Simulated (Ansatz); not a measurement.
**A computed series for MoS2: response to strain**

Consider MoS2 in the 3R-MoS2 type structure (space group R3m, No. 160; layered, stacked along the Cartesian z axis).

```
MoS2
1.0
    1.55780     0.89940     5.78545
   -1.55780     0.89940     5.78545
    0.00000    -1.79879     5.78545
Mo S
1 2
Direct
  0.00004   0.00004   0.00004
  0.75647   0.75647   0.75647
  0.57679   0.57679   0.57679
```

Cartesian axes are those of the cell as printed.

Strains are applied to the cell and any free atomic positions relax; under biaxial strain the out-of-plane vector relaxes too.

Calculations: PBEsol-D3(BJ)/PAW in Ansatz (a quantum-chemistry and plane-wave program), no spin-orbit coupling.

Notes on the quantities. pressure: mean of the normal stresses, compression positive; energy relative to the base: free energy F.

```csv
change,pressure,smallest direct gap,space group,volume per atom,energy relative to the base
base,0.00 GPa,1.87 eV,R3m (No. 160),16.21 Å³,0 meV/atom
"biaxial strain −4.68 %, plane normal [001], relaxed out of plane",11.28 GPa,1.72 eV,R3m (No. 160),15.14 Å³,+75 meV/atom
"biaxial strain −3.39 %, plane normal [001], relaxed out of plane",7.81 GPa,1.87 eV,R3m (No. 160),15.43 Å³,+38 meV/atom
"biaxial strain −3.27 %, plane normal [001], relaxed out of plane",(withheld),1.88 eV,R3m (No. 160),(withheld),(withheld)
isotropic strain +4.45 %,-8.95 GPa,1.42 eV,R3m (No. 160),18.47 Å³,+71 meV/atom
uniaxial strain ε_xx = +1.05 %,-1.16 GPa,1.81 eV,Cm (No. 8),16.38 Å³,+1.4 meV/atom
uniaxial strain ε_yy = +5.69 %,-5.50 GPa,1.51 eV,Cm (No. 8),17.13 Å³,+38 meV/atom
uniaxial strain ε_zz = −0.23 %,0.11 GPa,1.87 eV,R3m (No. 160),16.17 Å³,0.0 meV/atom
uniaxial strain ε_zz = −0.20 %,0.09 GPa,1.87 eV,R3m (No. 160),16.18 Å³,0.0 meV/atom
uniaxial strain ε_zz = +5.87 %,-1.60 GPa,1.90 eV,R3m (No. 160),17.16 Å³,+11 meV/atom
```

Question: Some entries are withheld; estimate them.

Answer: 
- biaxial strain −3.27 %, plane normal [001], relaxed out of plane, pressure: 7.50 GPa
- biaxial strain −3.27 %, plane normal [001], relaxed out of plane, volume per atom: 15.46 Å³
- biaxial strain −3.27 %, plane normal [001], relaxed out of plane, energy relative to the base: +36 meV/atom

Stability against distortions was not tested.
